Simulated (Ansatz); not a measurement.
# How the lattice constant a of BaGaHO2 (model structure, started from the SrVO2H type, P4/mmm, No. 123, 5 atoms in the cell) moves with the method

No measured value is used here.

```json
[
 {"level (code)": "LDA (Ansatz)", "value (Å)": "(withheld)"},
 {"level (code)": "PBE (Ansatz)", "value (Å)": "4.037"},
 {"level (code)": "PBEsol (Ansatz)", "value (Å)": "3.975"},
 {"level (code)": "r²SCAN (Ansatz)", "value (Å)": "3.980"}
]
```

**Question.** Some entries are withheld; supply them.

**Answer.** 
- LDA (Ansatz, an electronic-structure program), value (Å): 3.931

Cutoffs differ between the levels. Ansatz's density-functional and Hartree–Fock values are scalar-relativistic unless marked +SOC, with PAW data made under PBE.

A model structure was made by putting elements into a prototype or built by hand; it is no filed structure, need not be a known phase, and can be a saddle point held by its symmetry.
